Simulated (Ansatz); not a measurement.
Input and output of a self-consistent single point for ScSi₂Ni₂ (I4mm, 5 atoms in the cell) (Ansatz, a first-principles code).

Level of theory: PBEsol, default PAW files made with PBE (plane waves; Ansatz).

```
CELL_PARAMETERS angstrom
     -1.89698     1.89698     4.73090
      1.89698    -1.89698     4.73090
      1.89698     1.89698    -4.73090
ATOMIC_POSITIONS crystal
  Sc 0.00528 0.00528 0.00000
  Si 0.62206 0.62206 0.00000
  Si 0.37794 0.37794 0.00000
  Ni 0.25000 0.75000 0.50000
  Ni 0.75000 0.25000 0.50000
```

Reference input (self-consistent single point, DFT, PBEsol, plane waves, default PAW files made with PBE): basis.ecutwfc = 420 eV; kpoints.mp_grid.grid = 12 12 12; hamiltonian.xc = pbesol; hamiltonian.pseudopotentials = {kind: paw} (the program's default PAW files); scf.occupations.method = fermi_dirac; scf.occupations.width = 0.1 eV. This run's input differs from it in these lines:

Ansatz 0.2 input:
```diff
@@ -15,3 +15,3 @@
   mp_grid:
-    grid: [12, 12, 12]
+    grid: [20, 20, 20]
 hamiltonian:
@@ -22,3 +22,3 @@
   occupations:
-    method: fermi_dirac
+    method: cold
     width: 0.1
```

Output (repeated stretches shortened):

```
SCF iter   1: F=—  HF=-14968.598920 eV  |F-HF|=—  |Δ(HF+E_count)|=         —  Δρ=1.51e-2  dr2=1.03e-1  ethr=1.77e-3  ⟨swp⟩=5.5  Hψ=82486  notcnv=0
all-band conjugate gradients solve this SCF's bands
preconditioner: auto → Kerker (q_TF=auto, 2.633 Å⁻¹)
SCF iter   2: F=—  HF=-14968.587424 eV  |F-HF|=—  |Δ(HF+E_count)|=   1.15e-2  S|Δr|=    0.00e0  Δρ=2.52e-3  dr2=4.77e-3  ethr=1.87e-4  ⟨swp⟩=2.5  Hψ=37860  notcnv=0  defer=457
   [... lines left out ...]
SCF iter   5: F=—  HF=-14968.586638 eV  |F-HF|=—  |Δ(HF+E_count)|=   2.39e-5  S|Δr|=    0.00e0  Δρ=2.99e-5  dr2=1.12e-6  ethr=9.66e-8  ⟨swp⟩=2.0  Hψ=33629  notcnv=0  defer=457
SCF iter   6: F=—  HF=-14968.586638 eV  |F-HF|=—  |Δ(HF+E_count)|=   3.96e-7  S|Δr|=    0.00e0  Δρ=3.00e-5  dr2=6.22e-7  ethr=1.82e-10  ⟨swp⟩=8.1  Hψ=100819  notcnv=0
SCF iter   7: F=-14968.586638 eV  HF=-14968.586638 eV  |F-HF|=1.03e-8  |Δ(HF+E_count)|=   6.95e-8  S|Δr|=    0.00e0  Δρ=6.53e-6  dr2=2.25e-8  ethr=1.82e-10  ⟨swp⟩=3.0  Hψ=78689  notcnv=0
SCF 1 converged in 7 iterations: F = -14968.586638 eV  dr2 = 2.25e-8
Stability not checked (fill_not_monotonic)
Free energy (F): -14968.586638 eV
Internal energy: -14968.588185 eV  (E = F + TS)
E sigma→0 (E₀):  -14968.587154 eV
Entropy (-TS):   0.001547 eV (0.309 meV/atom)
Fermi energy:    13.520079 eV
--- Forces (eV/Å), atoms counted from 1 ---
  atom   1  Sc    -0.00000000     0.00000000    -0.25554568
  atom   2  Si     0.00000000     0.00000000     0.06428014
  atom   3  Si    -0.00000000     0.00000000     0.04704754
  atom   4  Ni    -0.00000000     0.00000000     0.07210832
  atom   5  Ni     0.00000000     0.00000000     0.07210832
--- Stress (GPa, compression-positive) ---
       -0.957143       0.000000      -0.000000
        0.000000      -0.957143      -0.000000
       -0.000000       0.000000       0.067196
  P = ⅓ Tr σ = -0.6157 GPa (-6.157 kbar)
  The stress holds the Pulay correction. Without it, at fixed plane waves, as pw.x and ABINIT print it: P = -0.6598 GPa
```

The run converged in 7 iterations. Against the reference run the free energy rises by 11.1 meV/atom, the pressure goes from -0.51 to -0.62 GPa and the largest force hardly changes (0.255 to 0.256 eV/Å).

The starting cell comes from a database of computed structures (which also holds hypothetical and non-ambient phases and stackings), without a prior relaxation at this level. Its lattice was rescaled by up to half a per cent. One atom was moved a little off its site on purpose. Spin polarisation is off. Ansatz's pressure includes its estimate of the finite-basis (Pulay) stress.

Cost on one core of a shared machine: roughly 2 min.
